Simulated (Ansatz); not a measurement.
Start from InP in the zinc blende structure (space group F-43m, No. 216; a = 5.907 Å).

Calculations: DFT with r2SCAN, PAW potentials and a 500 eV plane-wave cutoff in Ansatz (a program for electronic structure), no spin-orbit coupling.

Strains are applied to the cell and any free atomic positions relax.

One change was made to it. Results:

| quantity | base | after |
|---|---|---|
| hole mass (degenerate bands, along [100]) | 0.073, 0.44, 0.44 mₑ (at Γ) | 0.062, 0.45, 0.45 mₑ (at Γ) |
| valley order (the lowest conduction-band minima on the path, energy above the VBM, named in the base's zone) | Γ 1.03 eV; L along ⟨111⟩ 1.80 eV; X along ⟨100⟩ 2.04 eV | Γ 0.85 eV; L along ⟨111⟩ 1.72 eV; X along ⟨100⟩ 2.09 eV |
| pressure | 0.00 GPa | -1.90 GPa |
| width of the top valence band | 2.90 eV | 2.77 eV |

Task: Name the change that was made.
A) isotropic strain +0.50 %
B) isotropic strain +2.00 %
C) isotropic strain +1.00 %
D) isotropic strain +3.00 %

Result: C, isotropic strain +1.00 %. For comparison, the valley order in the other runs: isotropic strain +3.00 % gives Γ 0.51 eV; L along ⟨111⟩ 1.56 eV; X along ⟨100⟩ 2.17 eV; isotropic strain +0.50 % gives Γ 0.94 eV; L along ⟨111⟩ 1.76 eV; X along ⟨100⟩ 2.07 eV; isotropic strain +2.00 % gives Γ 0.68 eV; L along ⟨111⟩ 1.64 eV; X along ⟨100⟩ 2.13 eV.

The levels and masses belong to the bands next to the band gap. Masses are band curvatures over ±0.01 Å⁻¹ around the edge. No phonon test of stability was made.
